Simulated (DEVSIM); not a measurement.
Structure: Pt/La2O3/p-InP capacitor, at 250 K.

| layer (left to right) | material | thickness (nm) | Na (cm⁻³) |
|---|---|---|---|
| 1 | La2O3 | 8.10 | - |
| 2 | InP | 1600 | 1.6e17 |

Metal gate on the left, work function 5.6 eV. Fixed charge at the semiconductor interface -3.1e10 cm⁻² (in units of +e); no interface traps.

This is a model device: material constants are rounded textbook-type values typed into the input, and sizes, dopings and lifetimes were drawn at random. Values at 300 K; Nc and Nv go as T^1.5, mobilities as T to minus their exponent, the gap by Varshni's rule with the affinity fixed.

```csv
parameter,La2O3,InP
gap (eV),5.8,1.344
affinity (eV),1.8,4.38
permittivity,27,12.5
Nc (cm⁻³),-,5.7e17
Nv (cm⁻³),-,1.1e19
Varshni α (eV/K),-,0.000363
Varshni β (K),-,162
```

Model (solved in DEVSIM): 1D Poisson equation in equilibrium, Boltzmann statistics, complete ionisation; no quantum confinement or tunnelling. Metal contacts follow the ideal Schottky-Mott rule: no Fermi-level pinning, no interface dipoles.

The temperature was swept, all else fixed.

```json
[
 {"temperature (K)": "250", "flat-band voltage (V)": "-0.05", "threshold voltage (band bending 2φF) (V)": "1.29", "minimum of the low-frequency capacitance (μF/cm²)": "0.109"},
 {"temperature (K)": "300", "flat-band voltage (V)": "-0.01", "threshold voltage (band bending 2φF) (V)": "1.28", "minimum of the low-frequency capacitance (μF/cm²)": "0.114"},
 {"temperature (K)": "350", "flat-band voltage (V)": "0.03", "threshold voltage (band bending 2φF) (V)": "1.26", "minimum of the low-frequency capacitance (μF/cm²)": "0.117"},
 {"temperature (K)": "400", "flat-band voltage (V)": "0.07", "threshold voltage (band bending 2φF) (V)": "1.25", "minimum of the low-frequency capacitance (μF/cm²)": "0.121"},
 {"temperature (K)": "450", "flat-band voltage (V)": "0.11", "threshold voltage (band bending 2φF) (V)": "(withheld)", "minimum of the low-frequency capacitance (μF/cm²)": "(withheld)"},
 {"temperature (K)": "500", "flat-band voltage (V)": "0.16", "threshold voltage (band bending 2φF) (V)": "1.21", "minimum of the low-frequency capacitance (μF/cm²)": "0.134"}
]
```

Q: Fill in the missing entries.

A: 
- 450, threshold voltage (band bending 2φF) (V): 1.23
- 450, minimum of the low-frequency capacitance (μF/cm²): 0.127
